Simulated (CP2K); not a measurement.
CP2K run on CdS (F-43m, 2 atoms in the cell): self-consistent single point.

Method of the run: PBE, GPW, DZVP-MOLOPT-SR-GTH basis, GTH-PBE potentials (GTH_POTENTIALS) run with CP2K 2026.2.

The change in words: lattice scaled by 0.98. Reference geometry:
```xyz
2
Lattice="4.1620 0.0000 0.0000 2.0810 3.6044 0.0000 2.0810 1.2015 3.3982" Properties=species:S:1:pos:R:3 pbc="T T T"
Cd     0.0000     0.0000     0.0000
S      2.0810     1.2015     0.8496
```

Reference input (self-consistent single point, DFT PBE, GPW, DZVP-MOLOPT-SR-GTH basis, GTH-PBE potentials (GTH_POTENTIALS)): CUTOFF = 500 Ry; REL_CUTOFF = 40 Ry; KPOINTS/SCHEME = MONKHORST-PACK 5 5 5; XC_FUNCTIONAL = PBE; Cd/BASIS_SET = DZVP-MOLOPT-SR-GTH-q12; Cd/POTENTIAL = GTH-PBE-q12; S/BASIS_SET = DZVP-MOLOPT-SR-GTH-q6; S/POTENTIAL = GTH-PBE-q6; METHOD = GPW; EPS_DEFAULT = 1e-10; NGRIDS = 5; SCF_GUESS = ATOMIC. This run's input differs from it in these lines:

```diff
@@ -59,5 +59,5 @@
     &CELL
-      A 4.16196700 0.00000000 0.00000000
-      B 2.08098300 3.60436900 0.00000000
-      C 2.08098300 1.20145600 3.39823200
+      A 4.07872800 0.00000000 0.00000000
+      B 2.03936400 3.53228200 0.00000000
+      C 2.03936400 1.17742700 3.33026700
       PERIODIC XYZ
```

The program printed (abridged):

```
 SCF WAVEFUNCTION OPTIMIZATION

  Step     Update method      Time    Convergence         Total energy    Change
     1 NoMix/Diag. 0.30E+00      -     1.72793430       -56.3964870392 -5.64E+01
     2 Broy./Diag. 0.30E+00      -     0.06374957       -56.1726378067  2.24E-01
     3 Broy./Diag. 0.30E+00      -     0.10453865       -56.2612629981 -8.86E-02
     4 Broy./Diag. 0.30E+00      -     0.00995048       -56.3372294661 -7.60E-02
     5 Broy./Diag. 0.30E+00      -     0.00164354       -56.3279856284  9.24E-03
     6 Broy./Diag. 0.30E+00      -     0.00093239       -56.3203543057  7.63E-03
   [... 5 lines left out ...]
    12 Broy./Diag. 0.30E+00      -     0.00000181       -56.3207492897  3.81E-06
    13 Broy./Diag. 0.30E+00      -     0.00000030       -56.3207486858  6.04E-07
    14 Broy./Diag. 0.30E+00      -     0.00000025       -56.3207477791  9.07E-07
    15 Broy./Diag. 0.30E+00      -     0.00000003       -56.3207474008  3.78E-07
  *** SCF run converged in    15 steps ***

  Overlap energy of the core charge distribution:               0.00000000055354
  Self energy of the core charge distribution:                -98.03709906323351
  Core Hamiltonian energy:                                     29.63412097498086
  Hartree energy:                                              21.01256553110201
  Exchange-correlation energy:                                 -8.93033484424065

  Total energy:                                               -56.32074740083776

                     Mulliken Population Analysis

 #  Atom  Element  Kind  Atomic population                           Net charge
       1     Cd       1         11.637586                              0.362414
       2     S        2          6.362414                             -0.362414
   [... lines left out ...]

 STRESS| Analytical stress tensor [bar]
 STRESS|                        x                   y                   z
 STRESS|      x        6.64189202839E+04  -2.00428855786E+01  -1.41724374317E+01
 STRESS|      y       -2.00428855786E+01   6.64392221414E+04  -8.17746214167E+00
 STRESS|      z       -1.41724374317E+01  -8.17746214167E+00   6.64471989737E+04
 STRESS| 1/3 Trace                                             6.64351137996E+04
```

The run converged in 15 iterations. Against the reference run the free energy rises by 41.1 meV/atom, the pressure goes from 2.34 to 6.64 GPa and the gap on the mesh goes from 1.051 to 1.187 eV.

The starting cell comes from a database of computed structures (which also holds hypothetical and non-ambient phases and stackings), without a prior relaxation at this level. For this run, on top of that: lattice scaled by 0.98. Values carry the incompleteness of an atom-centred basis. With a pressure of about 7 GPa the cell is away from its equilibrium volume at this level.

Cost on one core of a shared machine: roughly 30 s.
